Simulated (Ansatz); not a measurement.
The parent structure is Zr in the hcp (Mg type) structure (space group P6_3/mmc, No. 194; a = 3.1438 Å, c = 5.0928 Å; relaxed with 0.1 eV smearing). Axes: x lies along a and z along c of the hexagonal cell.

Computed with Kohn–Sham DFT with the LDA functional, run in Ansatz (a first-principles code) with PAW and 420 eV plane waves, scalar-relativistic without spin-orbit coupling.

Before the change:

The shortest interatomic distance comes out as 5.909 bohr and the pressure is 0.0 GPa.

It is then changed as follows: the cell is stretched by 1.50 % along x with no lateral relaxation, atoms relaxed at fixed cell.

**Question.** What does the calculation give for the shortest interatomic distance after the change?

**Answer.** The shortest interatomic distance is nearly the same (5.909 bohr against 5.906 bohr).

**Question.** Predict the new largest internal atomic displacement.

**Answer.** The largest internal atomic displacement comes out as 0.024 Å.

**Question.** What does the calculation give for the pressure after the change?

**Answer.** The pressure (mean of the normal stresses, compression positive) goes from zero to -1.5 GPa.

The cells carry an imposed strain or load. Whether these cells are dynamically stable was not tested. The final runs are not spin-polarised.
